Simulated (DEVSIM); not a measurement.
# illuminated GaSb p-on-n cell, one wavelength

Device: illuminated GaSb p-on-n cell, one wavelength, at 300 K.

| layer (left to right) | material | thickness (μm) | Nd (cm⁻³) | Na (cm⁻³) | τn (s) | τp (s) | absorption coefficient (cm⁻¹) |
|---|---|---|---|---|---|---|---|
| 1 | GaSb | 0.110 | - | 6.6e17 | 1.9e-8 | 2.3e-9 | 7800 |
| 2 | GaSb | 1.70 | 6.2e15 | - | 2.7e-8 | 2.7e-8 | 7800 |

Left contact: ohmic, minority electron recombination velocity 1e5 cm/s. Right contact: ohmic, minority hole recombination velocity 2e5 cm/s. Voltage is applied to the left contact. Recombination: SRH at mid-gap, radiative, Auger. Light enters at the left, 2.7e17 photons cm⁻² s⁻¹, one pass, no reflection. Mobility is μmin + (μ − μmin)/(1 + (N/Nref)^α).

Constants are typed, rounded textbook-type inputs, not results; the design itself was drawn at random and stands for no fabricated device. Values at 300 K.

| parameter | GaSb |
|---|---|
| gap (eV) | 0.726 |
| affinity (eV) | 4.06 |
| permittivity | 15.7 |
| Nc (cm⁻³) | 2.1e17 |
| Nv (cm⁻³) | 1.8e19 |
| μn (cm²/Vs) | 5000 |
| μp (cm²/Vs) | 850 |
| μn,min | 1000 |
| μp,min | 190 |
| Nref,n | 2.8e17 |
| Nref,p | 9e17 |
| αn | 1.05 |
| αp | 0.65 |
| B (cm³/s) | 1e-10 |
| Cn (cm⁶/s) | 5e-30 |
| Cp (cm⁶/s) | 5e-30 |

Model (solved in DEVSIM): 1D drift-diffusion, Boltzmann statistics, complete ionisation; no tunnelling, impact ionisation, image-force lowering or self-heating.

The potential step across the device at zero bias comes out as 0.549 V and the largest field in the device at zero bias is 44000 V/cm. The dark forward voltage at 1 A/cm² is 0.313 V and the dark forward voltage at 100 A/cm² comes out as 0.443 V. The short-circuit current comes out as 28.1 mA/cm² and the open-circuit voltage is 0.217 V. The fill factor is 0.63 and the largest power is 3.88 mW/cm². The share of generated pairs collected at short circuit comes out as 0.859.

Current under light (generator sign):

```json
[
 {"V (V)": "0.00", "J (mA/cm²)": "28.1"},
 {"V (V)": "0.02", "J (mA/cm²)": "28.0"},
 {"V (V)": "0.04", "J (mA/cm²)": "27.9"},
 {"V (V)": "0.06", "J (mA/cm²)": "27.8"},
 {"V (V)": "0.08", "J (mA/cm²)": "27.7"},
 {"V (V)": "0.10", "J (mA/cm²)": "27.4"},
 {"V (V)": "0.12", "J (mA/cm²)": "26.9"},
 {"V (V)": "0.14", "J (mA/cm²)": "26.0"},
 {"V (V)": "0.16", "J (mA/cm²)": "24.2"},
 {"V (V)": "0.18", "J (mA/cm²)": "20.6"},
 {"V (V)": "0.20", "J (mA/cm²)": "13.1"},
 {"V (V)": "0.22", "J (mA/cm²)": "-2.69"}
]
```

Dark reverse current:

| V (V) | J (A/cm²) |
|---|---|
| -0.04 | -2.2e-5 |
| -0.10 | -4.0e-5 |
| -0.20 | -6.1e-5 |
| -0.30 | -8.0e-5 |
| -0.40 | -9.6e-5 |
| -0.60 | -0.00013 |
| -0.80 | -0.00015 |
| -1.00 | -0.00017 |
| -1.30 | -0.00021 |
| -1.60 | -0.00023 |
| -2.00 | -0.00027 |
